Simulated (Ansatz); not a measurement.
Consider the following.

```yaml
crystal:
  lattice:
    - [0.00000, 2.51316, 2.51316]
    - [2.51316, 0.00000, 2.51316]
    - [2.51316, 2.51316, 0.00000]
  atoms:
    - { symbol: Be, position: [0.00000, 0.00000, 0.00000] }
    - { symbol: Se, position: [0.25000, 0.25000, 0.25000] }
```

No spin polarisation.

The values are results of PBEsol (Ansatz, a quantum-chemistry and plane-wave program; PAW; 420 eV plane waves; no SOC), not measurements. k-mesh 11×11×11 (Γ-centred); smearing 0.05 eV (Fermi–Dirac).

### Question
What pressure does the calculation give?

### Answer
5.41 GPa.

### Question
Estimate the gap character.

### Answer
Indirect, Γ → X.

### Question
What is the computed hole mass (degenerate bands, along [100])?

### Answer
0.24, 0.43, 0.43 mₑ (at Γ).

The cells carry an imposed strain or load. Effective masses come from finite differences of ±0.01 Å⁻¹. Stability against distortions was not tested. The cell was made from BeSe in the zinc blende structure (space group F-43m, No. 216) by this change: isotropic strain −2.00 %.
